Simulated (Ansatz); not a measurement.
System: Ti3Mo (model structure, started from the D019 type, P6₃/mmc, No. 194, 8 atoms in the cell). Method: r²SCAN (Ansatz, a quantum-chemistry and plane-wave program, plane waves, PAW).

Numerical settings: plane-wave cutoff 560 eV, 12×12×12 k mesh, Fermi–Dirac smearing 0.05 eV, no spin polarisation, scalar-relativistic PAW data made under PBE.

Cell (relaxed at this level):

MoTi3 is modelled in the hexagonal space group P6₃/mmc (No. 194), Pearson symbol hP8. Conventional cell: a = b = 5.7718 Å, c = 4.6265 Å, α = β = 90.00°, γ = 120.00°. Ti on 6h is coordinated by 8 Ti at 2.830–2.941 Å and 4 Mo at 2.832–2.886 Å (anticuboctahedral). Mo on 2c sees 12 Ti at 2.832–2.886 Å (anticuboctahedral). (Neighbours: up to the widest gap in distance over summed covalent radii, below 1.35, at either atom.)

Q: Estimate the bulk modulus that the calculation returns.

A: 
* **bulk modulus**: 140 GPa

Note: the run has no spin polarisation, so it can have missed a magnetic state; the bulk modulus is −V dP/dV from two relaxed cells at ±2 % in volume; the relaxation could raise the start's symmetry but not lower it, so the cell can be a saddle point.

Computing time: very roughly 27 core-minutes.

A model structure was made by putting elements into a prototype or built by hand; it is no filed structure, need not be a known phase, and can be a saddle point held by its symmetry.
